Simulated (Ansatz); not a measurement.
The starting structures come from a database of crystals and need not be the phases stable at ambient conditions.

Crystal: S (P3_221, not sure to be the ambient phase, 9 atoms a cell, 23.4 Å³ an atom); planes in its conventional cell.

Calculation: r2SCAN (plane waves, PAW; Ansatz, a first-principles code).

The gap is the functional's own. No spin-orbit coupling. Mid-gap values are interpolated on the energy grid.

```
plane  area of the cell (Å²)  mid-gap κ (1/Å)  largest κ in the gap (1/Å)
-----  ---------------------  ---------------  --------------------------
(001)                   48.1             0.20                        0.20
(100)                   32.7                ?                           ?
(110)                   56.6                ?                           ?
```

The slowest decay depends on the direction. Supply the withheld values.


- (100), mid-gap κ (1/Å): 0.33
- (100), largest κ in the gap (1/Å): 0.33
- (110), mid-gap κ (1/Å): 0.32
- (110), largest κ in the gap (1/Å): 0.32
